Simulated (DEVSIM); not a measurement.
Structure: illuminated Si n-on-p cell, one wavelength, at 400 K.

```tsv
layer (left to right)	material	thickness (μm)	Nd (cm⁻³)	Na (cm⁻³)	τn (s)	τp (s)	absorption coefficient (cm⁻¹)
1	Si	0.300	4e18	-	1.2e-6	3.4e-8	690
2	Si	48.0	-	6.3e15	1.2e-6	1.2e-6	690
```

Left contact: ohmic, minority hole recombination velocity 1e5 cm/s. Right contact: ohmic, minority electron recombination velocity 50000 cm/s. Voltage is applied to the left contact. Recombination: SRH at mid-gap, radiative, Auger. Light enters at the left, 1e17 photons cm⁻² s⁻¹, one pass, no reflection. Mobility is μmin + (μ − μmin)/(1 + (N/Nref)^α).

This is a model device: material constants are rounded textbook-type values typed into the input, and sizes, dopings and lifetimes were drawn at random. Values at 300 K; Nc and Nv go as T^1.5, mobilities as T to minus their exponent, the gap by Varshni's rule with the affinity fixed.

```tsv
parameter	Si
gap (eV)	1.124
affinity (eV)	4.05
permittivity	11.7
Nc (cm⁻³)	2.86e19
Nv (cm⁻³)	3.1e19
μn (cm²/Vs)	1417
μp (cm²/Vs)	470
μn,min	52
μp,min	45
Nref,n	9.7e16
Nref,p	2.2e17
αn	0.68
αp	0.72
T exponent of μn	2.3
T exponent of μp	2.2
B (cm³/s)	4.7e-15
Cn (cm⁶/s)	2.8e-31
Cp (cm⁶/s)	9.9e-32
Varshni α (eV/K)	0.000473
Varshni β (K)	636
```

Simulated with DEVSIM: 1D drift-diffusion, Boltzmann statistics, complete ionisation; no tunnelling, impact ionisation, image-force lowering or self-heating.

Give the current under light (generator sign).


```csv
V (V),J (mA/cm²)
0.00,11.2
0.02,11.2
0.04,11.2
0.06,11.2
0.08,11.2
0.12,11.1
0.14,10.9
0.16,10.7
0.18,10.3
0.20,9.64
0.22,8.40
0.24,6.21
0.26,2.31
0.28,-4.62
```
